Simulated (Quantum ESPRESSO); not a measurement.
## Quick settings and what they miss: a (001) slab of Ca3Mg (cut from a parent of space group no. 187; 4 atoms in the cell)

Self-consistent single point.

```
Ca3Mg
1.0
    3.76385     0.00000     0.00000
   -1.88192     3.25959     0.00000
    0.00000     0.00000    22.73950
Ca Mg
3 1
Direct
  0.66667   0.33333   0.69217
  0.00000   0.00000   0.30783
  0.00000   0.00000   0.54967
  0.66667   0.33333   0.42876
```

Method: PBEsol, GBRV 1.5 ultrasoft (PBESOL) pseudopotentials (plane waves; Quantum ESPRESSO).

Base settings: ecutwfc = 40 Ry; ecutrho = 200 Ry; occupations = smearing; smearing = marzari-vanderbilt; degauss = 0.0073499 Ry; potentials = {Ca: ca_pbesol_v1.uspp.F.UPF, Mg: mg_pbesol_v1.4.uspp.F.UPF}; K_POINTS = automatic 8 8 1 0 0 0; tefield = true; dipfield = true; edir = 3; emaxpos = 0.97; eopreg = 0.05.

Tight run (finer mesh or higher cutoff; not a proven limit): ecutwfc: 40 Ry → 56 Ry; ecutrho: 200 Ry → 280 Ry; conv_thr: 1e-09 Ry → 7.3e-11 Ry; K_POINTS: automatic 8 8 1 0 0 0 → automatic 11 11 1 0 0 0. It gave Fermi level (on the code's own zero) 1.36 eV; largest force (vector length) 0.121 eV/Å.

Quick runs, as changes from the base:
- A: the base itself
- B: ecutwfc: 40 Ry → 28 Ry; ecutrho: 200 Ry → 140 Ry; smearing: marzari-vanderbilt → gaussian; degauss: 0.0073499 Ry → 0.019992 Ry; conv_thr: 1e-09 Ry → 7.3e-05 Ry; pseudopotentials: {Ca: ca_pbesol_v1.uspp.F.UPF, Mg: mg_pbesol_v1.4.uspp.F.UPF} → {Ca: ca_lda_v1.uspp.F.UPF, Mg: mg_lda_v1.4.uspp.F.UPF}; K_POINTS: automatic 8 8 1 0 0 0 → automatic 4 4 1 0 0 0 [LDA (PZ)]
- C: ecutwfc: 40 Ry → 24 Ry; ecutrho: 200 Ry → 120 Ry; smearing: marzari-vanderbilt → gaussian; degauss: 0.0073499 Ry → 0.036749 Ry; K_POINTS: automatic 8 8 1 0 0 0 → automatic 1 1 1 0 0 0
- D: ecutwfc: 40 Ry → 20 Ry; ecutrho: 200 Ry → 100 Ry; conv_thr: 1e-09 Ry → 7.3e-05 Ry
- E: ecutwfc: 40 Ry → 32 Ry; ecutrho: 200 Ry → 160 Ry; K_POINTS: automatic 8 8 1 0 0 0 → automatic 2 2 1 0 0 0
- F: ecutwfc: 40 Ry → 28 Ry; ecutrho: 200 Ry → 140 Ry

Energies are extrapolated to zero smearing width, which holds to low order in the width alone (under cold and Methfessel-Paxton smearing the free energy itself is taken).

Dashes: energy of B, another energy zero; time of C, under 30 s.

† marks runs with another functional, U, potentials or spin treatment: their distance from the tight run is not a convergence error alone.

The count of work is k-points × plane waves × bands × iterations; it is no time. Core times come from one kind of shared machine and are given to one figure; runs under 30 s give none.

The starting cell comes from a database of computed structures (which also holds hypothetical and non-ambient phases and stackings), without a prior relaxation at this level. The slab is cut from that crystal, and its faces are unrelaxed. Its lattice was rescaled in the plane by a random factor within 2.5 % of one.

| run | energy less tight (meV/atom) | largest miss in a force vector (eV/Å) | count of work / tight | core time / tight (rough) |
|---|---|---|---|---|
| A | -3.7 | 0.038 | 0.37 | 0.5 |
| B† | – | 0.134 | 0.054 | 0.09 |
| C | -2672.1 | 1.076 | 0.0033 | – |
| D | 1623.8 | 0.076 | 0.066 | 0.1 |
| E | 105.8 | 0.596 | 0.032 | 0.1 |
| F | 76.1 | 0.037 | 0.23 | 0.2 |

Among the runs at the tight run's level, the energy misses run from 3.7 to 2672.1 meV/atom.
